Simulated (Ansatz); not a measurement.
Al12W (Im-3, No. 204) was calculated with PBEsol in Ansatz (plane waves, PAW).

Run with plane-wave cutoff 520 eV, 10×10×10 k mesh, Fermi–Dirac smearing 0.05 eV, no spin polarisation, scalar-relativistic PAW data made under PBE.

Cell (relaxed at this level):

```yaml
crystal:
  lattice:
    - [-3.76897, 3.76897, 3.76897]
    - [3.76897, -3.76897, 3.76897]
    - [3.76897, 3.76897, -3.76897]
  atoms:
    - { symbol: Al, position: [0.81429, 0.30870, 0.12299] }
    - { symbol: Al, position: [0.18571, 0.69130, 0.87701] }
    - { symbol: Al, position: [0.81429, 0.69130, 0.50559] }
    - { symbol: Al, position: [0.18571, 0.30870, 0.49441] }
    - { symbol: Al, position: [0.12299, 0.81429, 0.30870] }
    - { symbol: Al, position: [0.50559, 0.81429, 0.69130] }
    - { symbol: Al, position: [0.49441, 0.18571, 0.30870] }
    - { symbol: Al, position: [0.87701, 0.18571, 0.69130] }
    - { symbol: Al, position: [0.30870, 0.12299, 0.81429] }
    - { symbol: Al, position: [0.30870, 0.49441, 0.18571] }
    - { symbol: Al, position: [0.69130, 0.87701, 0.18571] }
    - { symbol: Al, position: [0.69130, 0.50559, 0.81429] }
    - { symbol: W, position: [0.00000, 0.00000, 0.00000] }
```

Task: Estimate the bulk modulus B0 and pressure derivative B′ of the bulk modulus that the calculation returns.

Result: 
- bulk modulus B0 = 96.9 GPa
- pressure derivative B′ of the bulk modulus = 4.7

The run finds no gap.

Spin–orbit coupling is not included.

Computed values are for the static lattice.

Ansatz is an electronic-structure program.
